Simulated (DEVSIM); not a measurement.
Structure: Al/SiON/n-Ge capacitor, at 250 K.

| layer (left to right) | material | thickness (nm) | Nd (cm⁻³) |
|---|---|---|---|
| 1 | SiON | 6.50 | - |
| 2 | Ge | 4300 | 1.9e16 |

Metal gate on the left, work function 4.1 eV. Fixed charge at the semiconductor interface 2.6e12 cm⁻² (in units of +e); no interface traps.

Constants are typed, rounded textbook-type inputs, not results; the design itself was drawn at random and stands for no fabricated device. Values at 300 K; Nc and Nv go as T^1.5, mobilities as T to minus their exponent, the gap by Varshni's rule with the affinity fixed.

```csv
parameter,SiON,Ge
gap (eV),7,0.664
affinity (eV),1.4,4
permittivity,5.5,16
Nc (cm⁻³),-,1.04e19
Nv (cm⁻³),-,6e18
Varshni α (eV/K),-,0.000477
Varshni β (K),-,235
```

Simulated with DEVSIM: 1D Poisson equation in equilibrium, Boltzmann statistics, complete ionisation; no quantum confinement or tunnelling. Metal contacts follow the ideal Schottky-Mott rule: no Fermi-level pinning, no interface dipoles.

The temperature was swept, all else fixed.

```csv
temperature (K),flat-band voltage (V),minimum of the low-frequency capacitance (μF/cm²),threshold voltage (band bending 2φF) (V)
250,-0.59,0.0747,-1.10
300,-0.62,0.0865,-1.04
350,-0.65,…,…
400,-0.69,0.142,-0.92
450,-0.72,0.205,-0.85
500,-0.74,0.286,-0.80
```

Problem. What belongs in the gaps?

Solution. 
- 350, minimum of the low-frequency capacitance (μF/cm²): 0.106
- 350, threshold voltage (band bending 2φF) (V): -0.98
